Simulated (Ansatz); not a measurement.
BN: response to strain

Take BN (space group P6_3/mmc, No. 194; a = 2.5064 Å, c = 6.6147 Å; layered, stacked along the Cartesian z axis) as the base.

Strains are applied to the cell and any free atomic positions relax.

The values are results of Ansatz (an electronic-structure program) PBE-D3(BJ), no spin-orbit coupling, not measurements.

Notes on the quantities. pressure: mean of the normal stresses, compression positive.

```tsv
variant	volume per atom	pressure	smallest direct gap	band gap
base	9.00 Å³	0.00 GPa	4.64 eV	4.24 eV
isotropic strain +0.60 %	9.16 Å³	-4.21 GPa	4.59 eV	4.22 eV
isotropic strain +1.20 %	9.32 Å³	-8.12 GPa	4.55 eV	4.20 eV
isotropic strain +1.80 %	9.49 Å³	-11.76 GPa	4.50 eV	4.18 eV
isotropic strain +2.40 %	9.66 Å³	-15.14 GPa	4.46 eV	4.16 eV
```

Whether these cells are dynamically stable was not tested.
